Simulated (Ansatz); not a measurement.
Take MoS2 in the 3R-MoS2 type structure (space group R3m, No. 160; a = 3.175 Å, c = 18.585 Å (hexagonal axes); layered, stacked along the Cartesian z axis) as the base.

The values are results of plane-wave PAW DFT at the r2SCAN+rVV10 level (Ansatz, a quantum-chemistry and plane-wave program, 500 eV), no SOC, not measurements.

For the base:

| Property | Value |
|---|---|
| Band gap | 1.02 eV |
| Gap character | indirect, T → k = (0.167, -1/2, -0.167) in the run's primitive reciprocal basis |
| c/a ratio | 5.853 |

The change: cell and atoms relaxed at a pressure of 15 GPa.

Problem. Estimate the effect on the band gap.

Solution. The band gap decreases by 0.700 eV, from 1.02 eV to 0.33 eV.

Problem. Predict the new gap character.

Solution. The gap character changes from indirect, T → k = (0.167, -1/2, -0.167) in the run's primitive reciprocal basis to indirect, T → Γ–S₀ (56 % along).

Problem. What does the calculation give for the c/a ratio after the change?

Solution. The c/a ratio drops by 0.4536 to 5.400.

Load acts through the strain it causes; cell and atoms are relaxed under it. No phonon test of stability was made. Competing high-pressure phases were not computed.
